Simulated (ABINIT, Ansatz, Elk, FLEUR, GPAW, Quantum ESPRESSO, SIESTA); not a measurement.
## One structure in several programs: MnAlGe (P4/nmm, 6 atoms in the cell)

Self-consistent single point.

```
MnAlGe
1.0
    3.85818     0.00000     0.00000
    0.00000     3.85818     0.00000
    0.00000     0.00000     5.98519
Mn Al Ge
2 2 2
Cartesian
  1.92909   1.92909   0.00000
  0.00000   0.00000   0.00000
  0.00000   1.92909   4.19412
  1.92909   0.00000   1.79107
  1.92909   0.00000   4.29366
  0.00000   1.92909   1.69153
```
Moments meant for the start (each program seeds them in its own way; μB, in the order of the atoms Mn Mn Al Al Ge Ge): 4.0 4.0 0.0 0.0 0.0 0.0.

All programs got the same cell, k-point mesh and kind of occupations, and the same starting moments (in Ansatz's words: kpoints.mp_grid.grid = 5 5 3; magnetization.spin_polarized = true; scf.occupations.method = gaussian; scf.occupations.width = 0.0073 Ry); potentials, basis and cutoffs are each program's usual ones.

```json
[
 {"code": "Ansatz", "model": "PBEsol, PAW files made with PBE", "pressure (GPa)": "-4.16", "largest force (eV/Å)": "0.530", "size of the net moment (μB/atom)": "0.71", "k-points": "12", "cutoff": "default"},
 {"code": "Quantum ESPRESSO", "model": "PBEsol, PseudoDojo standard norm-conserving (PBESOL) pseudopotentials", "pressure (GPa)": "-3.80", "largest force (eV/Å)": "0.485", "size of the net moment (μB/atom)": "0.72", "k-points": "12", "cutoff": "100 Ry"},
 {"code": "ABINIT", "model": "PBEsol, norm-conserving pseudopotentials (PseudoDojo nc-sr-04 PBEsol standard)", "pressure (GPa)": "-3.81", "largest force (eV/Å)": "0.485", "size of the net moment (μB/atom)": "0.72", "k-points": "12", "cutoff": "96 Ry"},
 {"code": "FLEUR", "model": "PBEsol, all-electron FLAPW (FLEUR), scalar-relativistic valence", "pressure (GPa)": "–", "largest force (eV/Å)": "0.435", "size of the net moment (μB/atom)": "0.71", "k-points": "12", "cutoff": "Kmax 4.6 1/bohr"},
 {"code": "SIESTA", "model": "GGA PBEsol, numerical atomic orbitals DZP, PseudoDojo PBEsol standard norm-conserving potentials (rewritten from UPF to PSML)", "pressure (GPa)": "-3.88", "largest force (eV/Å)": "0.396", "size of the net moment (μB/atom)": "0.72", "k-points": "38", "cutoff": "grid 400 Ry"},
 {"code": "GPAW", "model": "PBEsol, GPAW PAW datasets PBEsol (made by gpaw-setup)", "pressure (GPa)": "-3.47", "largest force (eV/Å)": "0.538", "size of the net moment (μB/atom)": "0.70", "k-points": "12", "cutoff": "850 eV"},
 {"code": "Elk", "model": "PBEsol, all-electron FP-LAPW, Elk's shipped species files, APW+lo basis with extra local orbitals", "pressure (GPa)": "–", "largest force (eV/Å)": "–", "size of the net moment (μB/atom)": "0.71", "k-points": "12", "cutoff": "rgkmax 7.5"}
]
```

Size of the force on each atom (eV/Å): Sizes of forces hide their directions.

```json
[
 {"code": "Ansatz", "Mn1": "0.000", "Mn2": "0.000", "Al3": "0.315", "Al4": "0.315", "Ge5": "0.530", "Ge6": "0.530"},
 {"code": "Quantum ESPRESSO", "Mn1": "0.000", "Mn2": "0.000", "Al3": "0.274", "Al4": "0.274", "Ge5": "0.485", "Ge6": "0.485"},
 {"code": "ABINIT", "Mn1": "0.000", "Mn2": "0.000", "Al3": "0.274", "Al4": "0.274", "Ge5": "0.485", "Ge6": "0.485"},
 {"code": "FLEUR", "Mn1": "0.000", "Mn2": "0.000", "Al3": "0.339", "Al4": "0.339", "Ge5": "0.435", "Ge6": "0.435"},
 {"code": "SIESTA", "Mn1": "0.000", "Mn2": "0.000", "Al3": "0.328", "Al4": "0.328", "Ge5": "0.396", "Ge6": "0.396"},
 {"code": "GPAW", "Mn1": "0.000", "Mn2": "0.000", "Al3": "0.347", "Al4": "0.347", "Ge5": "0.538", "Ge6": "0.538"}
]
```

A dash marks a value that a program does not give, or that is left out as unsure.

The spread over the programs that give each value: pressure within 0.69 GPa; largest force within 0.142 eV/Å; size of the net moment within 0.02 μB/atom.

The starting cell comes from a database of computed structures (which also holds hypothetical and non-ambient phases and stackings), without a prior relaxation at this level. On Ansatz's run: The magnetic order is the one reached from the typed start; others were not searched systematically. In the base run, with a pressure of about -4 GPa the cell is away from its equilibrium volume at this level. Without a gap this mesh is coarse (it stands for a supercell whose shortest vector is 18 Å).

Q: Why do the programs differ, and what cannot be compared?

A: Differences of this kind can come from the potentials, where these differ, and from what each basis and cutoff leave unconverged. The valence holds different numbers of electrons (Ansatz (an electronic-structure program) 64, Quantum ESPRESSO 64, ABINIT 64, FLEUR 64, SIESTA 64, GPAW 44). The zero of total energies and Fermi levels follows the potentials and each program's conventions, so they are not compared here. SIESTA uses small atom-centred bases, whose incompleteness enters pressures, forces and empty levels differently from a plane-wave cutoff. FLEUR and Elk treat all electrons, but the usual bases taken here (sphere radii, linearisation, local orbitals, empty states) were not tested for convergence, so the values are no reference for the others. Ansatz's pressure is given at a fixed set of plane waves, as the other plane-wave codes print theirs; with its correction for the finite basis it is -4.06 GPa. Ansatz's smearing width was typed in Ry to four decimals, so it matches the others to a few per cent. Site moments depend on each program's spheres or projections; the total moment of the cell does not. The programs reduce the same mesh by symmetry to different extents, which changes the work and not the result. In the force vectors, SIESTA (by 0.111) lies more than 0.08 eV/Å from the median of the plane-wave programs.

The shared mesh is coarse (it stands for a supercell whose shortest vector is 18 Å), so the values are not converged in it.

Keys are those of Ansatz 0.2.
